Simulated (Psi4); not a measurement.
Psi4 1.11, MP2/cc-pvtz, freeze_core True: [SiH3]OC[SiH2][SiH2]Cl, 15 atoms. The geometry is a generated start, not checked to be a minimum at this level.

```
Property                                          Value
-----------------------  ------------------------------
task                                             energy
method                                              mp2
basis                                           cc-pvtz
freeze_core                                        true
scf_type                                   df (default)
guess                    auto, which took SAD (default)
diis_max_vecs                              10 (default)
scf_initial_accelerator                 adiis (default)
e_convergence                           1e-08 (default)
d_convergence                           1e-08 (default)
basis functions                                     322
```

On 4 threads. Build: conda-forge: OpenMP (LLVM), MKL, Libint2. One run each, on a shared machine, so no times are given.

Values of memory tried: 8 GB, 4 GB, 2 GB, 1 GB, 0.5 GB, 0.3 GB.

Q: What happens as the memory setting falls?

A: It runs down to 0.3 GB, the lowest tried, with the same result. At 8 GB: SCF: fitted integrals in core. From 0.3 GB down: SCF: fitted integrals on disk.

```tsv
memory	path	peak memory
8 GB	SCF: fitted integrals in core	1.4 GiB
4 GB	SCF: fitted integrals in core	1.4 GiB
2 GB	SCF: fitted integrals in core	1.4 GiB
1 GB	SCF: fitted integrals in core	1.3 GiB
0.5 GB	SCF: fitted integrals in core	1.0 GiB
0.3 GB	SCF: fitted integrals on disk	0.76 GiB
```

Peak memory is the kernel's count for the largest process, libraries included and scratch files not. The peak passes the setting at 1 GB, 0.5 GB, 0.3 GB: it is no hard cap.
